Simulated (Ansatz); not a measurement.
ZnBr$_{2}$ in the fluorite structure (space group Fm-3m, No. 225; a hypothetical phase, not in the database extracts checked)

```yaml
crystal:
  lattice:
    - [0.00000, 3.38014, 3.38014]
    - [3.38014, 0.00000, 3.38014]
    - [3.38014, 3.38014, 0.00000]
  atoms:
    - { symbol: Zn, position: [0.00000, 0.00000, 0.00000] }
    - { symbol: Br, position: [0.25000, 0.25000, 0.25000] }
    - { symbol: Br, position: [0.75000, 0.75000, 0.75000] }
```

Calculations: PBE (Ansatz, a quantum-chemistry and plane-wave program), scalar-relativistic without spin-orbit coupling. k-mesh 12×12×12 (Γ-centred); smearing 0.05 eV (Fermi–Dirac).

| Quantity | Value |
|---|---|
| Volume per atom | 25.75 Å³ |
| Density | 4.84 g/cm³ |
| Band gap | zero |
| Total energy | -2962.109 eV/atom (σ→0; compares only within this code and set-up) |

No phonon test of stability was made. The final runs are not spin-polarised. The zero or small gap of ZnBr2 can change with the level of theory.
